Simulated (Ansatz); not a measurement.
The parent structure is WSe2 in the 2H-MoS2 type structure (space group P6_3/mmc, No. 194; a = 3.231 Å, c = 12.411 Å; layered, stacked along the Cartesian z axis).

One thing is altered: hydrostatic tension (pressure −2 GPa).

Levels (all Ansatz, an electronic-structure program, PAW): PBEsol-D3(BJ) (420 eV, scalar-relativistic without spin-orbit coupling); PBEsol+SOC (420 eV, spin-orbit coupling included).

The geometry is relaxed with PBEsol-D3(BJ).

* **PBEsol-D3(BJ) lowest conduction level above the VBM at special points**: K 1.41 eV; H 1.41 eV; M 2.22 eV; L 2.24 eV
* **PBEsol-D3(BJ) smallest direct gap**: 1.62 eV
* **PBEsol-D3(BJ) valence-band top at Γ**: 0.00, -0.93, -1.32 eV

Problem. Predict the lowest conduction level above the VBM at special points, smallest direct gap and valence-band top at Γ from PBEsol+SOC.

Solution. The lowest conduction level above the VBM at special points changes from K 1.41 eV; H 1.41 eV; M 2.22 eV; L 2.24 eV to K 1.22 eV; H 1.28 eV; M 2.05 eV; L 2.08 eV; the smallest direct gap falls by 0.24 eV to 1.38 eV; the valence-band top at Γ (three highest Kramers pairs, from the VBM) changes from 0.00, -0.93, -1.32 eV to 0.00, -1.01, -1.23 eV.

Single points use the geometry relaxed with PBEsol-D3(BJ). The spin-orbit shifts are approximate. Spin-orbit coupling, missing from the scalar runs, can matter with W. Load acts through the strain it causes; cell and atoms are relaxed under it. Whether these cells are dynamically stable was not tested.
